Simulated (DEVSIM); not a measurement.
Device: W/SiO2/n-Si capacitor, at 450 K.

```tsv
layer (left to right)	material	thickness (nm)	Nd (cm⁻³)
1	SiO2	2.00	-
2	Si	2400	5.8e16
```

Metal gate on the left, work function 4.6 eV. Fixed charge at the semiconductor interface 0 cm⁻² (in units of +e); no interface traps.

Constants are typed, rounded textbook-type inputs, not results; the design itself was drawn at random and stands for no fabricated device. Values at 300 K; Nc and Nv go as T^1.5, mobilities as T to minus their exponent, the gap by Varshni's rule with the affinity fixed.

```
parameter         SiO2        Si
----------------  ----  --------
gap (eV)             9     1.124
affinity (eV)      0.9      4.05
permittivity       3.9      11.7
Nc (cm⁻³)            -   2.86e19
Nv (cm⁻³)            -    3.1e19
Varshni α (eV/K)     -  0.000473
Varshni β (K)        -       636
```

DEVSIM, 1D Poisson equation in equilibrium, Boltzmann statistics, complete ionisation; no quantum confinement or tunnelling. Metal contacts follow the ideal Schottky-Mott rule: no Fermi-level pinning, no interface dipoles.

Task: Tabulate band edges, carrier densities and field at -0.2 V on the gate.

Result: Energies count from the Fermi level of the right contact; mesh points crowd at the junctions.

```tsv
x (μm)	Ec (eV)	Ev (eV)	n (cm⁻³)	p (cm⁻³)	field (V/cm)
0.000	3.900	-5.100	< 1e2	< 1e2	-250000
0.0007497	3.881	-5.119	< 1e2	< 1e2	-250000
0.001452	3.863	-5.137	< 1e2	< 1e2	-250000
0.002214	0.698	-0.384	8.1e11	2.9e15	-84000
0.004271	0.680	-0.401	1.3e12	1.8e15	-82000
0.007596	0.654	-0.428	2.5e12	9.2e14	-79000
0.01414	0.603	-0.478	9.2e12	2.5e14	-73000
0.03403	0.475	-0.606	2.5e14	9.3e12	-56000
0.06844	0.335	-0.746	9.2e15	2.5e11	-26000
0.1339	0.268	-0.813	5.2e16	4.5e10	-1900
0.2628	0.264	-0.817	5.8e16	4.0e10	≈ 0
0.6546	0.264	-0.817	5.8e16	4.0e10	≈ 0
1.281	0.264	-0.817	5.8e16	4.0e10	≈ 0
1.852	0.264	-0.817	5.8e16	4.0e10	≈ 0
2.182	0.264	-0.817	5.8e16	4.0e10	≈ 0
2.291	0.264	-0.817	5.8e16	4.0e10	≈ 0
2.346	0.264	-0.817	5.8e16	4.0e10	≈ 0
2.374	0.264	-0.817	5.8e16	4.0e10	≈ 0
2.392	0.264	-0.817	5.8e16	4.0e10	≈ 0
2.397	0.264	-0.817	5.8e16	4.0e10	≈ 0
2.400	0.264	-0.817	5.8e16	4.0e10	≈ 0
2.402	0.264	-0.817	5.8e16	4.0e10	≈ 0
```
